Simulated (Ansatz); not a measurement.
SiC, response to strain

Take SiC in the zinc blende structure (space group F-43m, No. 216; a = 4.356 Å) as the base. Axes: x, y, z lie along the cube axes.

Strains are applied to the cell and any free atomic positions relax.

Level of theory: r2SCAN/PAW in Ansatz (an electronic-structure program), no SOC.

Candidates:
(a) tensor shear ε_xy = +0.29 %
(b) tensor shear ε_xy = +1.14 %
(c) tensor shear ε_xy = +0.86 %
(d) tensor shear ε_xy = +1.71 %

Before the change:

- Band gap: 1.71 eV

Order them by band gap, highest first.

(a) tensor shear ε_xy = +0.29 % (1.68 eV), (c) tensor shear ε_xy = +0.86 % (1.61 eV), (b) tensor shear ε_xy = +1.14 % (1.57 eV), (d) tensor shear ε_xy = +1.71 % (1.48 eV)

No phonon test of stability was made.
